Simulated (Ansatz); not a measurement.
The starting structures come from a database of crystals and need not be the phases stable at ambient conditions.

Tunnelling through a barrier is set by its complex band structure: the current falls as exp(−2κd) with the smallest κ.

```
Li5O5Sb
1.0
    4.00345     0.00000     0.00000
    0.00000     5.78231     0.00000
    2.00172    -1.56405     4.56478
Li Sb O
5 1 5
Cartesian
  4.00345   2.89573   2.62000
  2.00172   1.32254   1.94478
  0.00000   2.89115   0.00000
  2.00172   4.37788   1.72530
  4.00345  -0.15962   2.83948
  0.00000   0.00000   0.00000
  4.00345   4.32433   1.32452
  2.00172  -0.10607   3.24026
  2.00172   0.00000   0.00000
  2.00172   2.87043   3.12687
  4.00345   1.34783   1.43791
```

Space group of this cell: C2/m. The cell is taken as given.

Transport runs along the normal of the first two printed cell vectors.

The gap is the functional's own. No spin-orbit coupling. Mid-gap values are interpolated on the energy grid.

Problem. Estimate the band gap and the smallest decay constant κ at mid-gap that r2SCAN in Ansatz (a first-principles code) returns for this system.

Solution. Gap 3.92 eV on a 8×6×8 mesh; κ = 0.403 1/Å, at the zone centre.
